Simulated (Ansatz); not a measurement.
The reference is MoSi₂ (space group I4/mmm, No. 139; a = 3.174 Å, c = 7.779 Å; relaxed with 0.1 eV smearing). Axes: x, y, z lie along a, b, c of the conventional cell.

All numbers come from LDA (Ansatz, an electronic-structure program, PAW, no spin-orbit coupling).

Strains are applied to the cell and any free atomic positions relax.

One change was made to it. Results:

| quantity | base | after |
|---|---|---|
| shortest interatomic distance | 2.564 Å | 2.600 Å |
| band gap | zero | zero |
| energy relative to the base (free energy F) | 0 meV/atom | +18 meV/atom |

Problem. What was done to the base?
A. uniaxial strain ε_zz = −2.00 %
B. uniaxial strain ε_zz = −1.00 %
C. uniaxial strain ε_zz = +1.50 %
D. uniaxial strain ε_zz = −1.50 %
E. uniaxial strain ε_zz = +3.00 %

Solution. E, uniaxial strain ε_zz = +3.00 %. For comparison, the energy relative to the base in the other runs: uniaxial strain ε_zz = −1.00 % gives +2.2 meV/atom; uniaxial strain ε_zz = +1.50 % gives +4.7 meV/atom; uniaxial strain ε_zz = −2.00 % gives +9.2 meV/atom; uniaxial strain ε_zz = −1.50 % gives +5.1 meV/atom.

No phonon test of stability was made. All final runs are without spin polarisation.
